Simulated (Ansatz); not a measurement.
HfS2: pressure series

The reference is HfS$_{2}$ in the CdI2 type structure (space group P-3m1, No. 164; layered, stacked along the Cartesian z axis).

```
CELL_PARAMETERS angstrom
      3.54747     0.00000     0.00000
     -1.77374     3.07220     0.00000
      0.00000     0.00000     5.57681
ATOMIC_POSITIONS crystal
  Hf 0.00000 0.00000 0.00000
  S  0.33333 0.66667 0.26190
  S  0.66667 0.33333 0.73810
```

Cell and atoms are relaxed at each pressure.

Levels (all Ansatz, a quantum-chemistry and plane-wave program, PAW): PBEsol-D3(BJ) (420 eV, scalar-relativistic without spin-orbit coupling); HSE06 (420 eV, no SOC).

Band gaps by level, all at the geometries relaxed with PBEsol-D3(BJ):

| case | PBEsol-D3(BJ) | HSE06 |
|---|---|---|
| base | 0.45 eV | 1.30 eV |
| pressure −2 GPa | 0.80 eV | 1.70 eV |
| pressure −1 GPa | 0.60 eV | 1.47 eV |
| pressure 1.8 GPa | 0.24 eV | 1.06 eV |
| pressure 4.2 GPa | zero | 0.80 eV |

Single points use the geometry relaxed with PBEsol-D3(BJ). HSE06 was sampled on its mesh, a few special points and the semilocal edge points, so its gap is an upper bound. Spin-orbit coupling, missing from the scalar runs, can matter with Hf. Load acts through the strain it causes; cell and atoms are relaxed under it. No phonon test of stability was made. All final runs are without spin polarisation. Gaps under 0.05 eV, about the width of the smearing, are given as zero. A zero or small gap of HfS2 under pressure 1.8 GPa and HfS2 under pressure 4.2 GPa can be the functional's error rather than a property of the material.
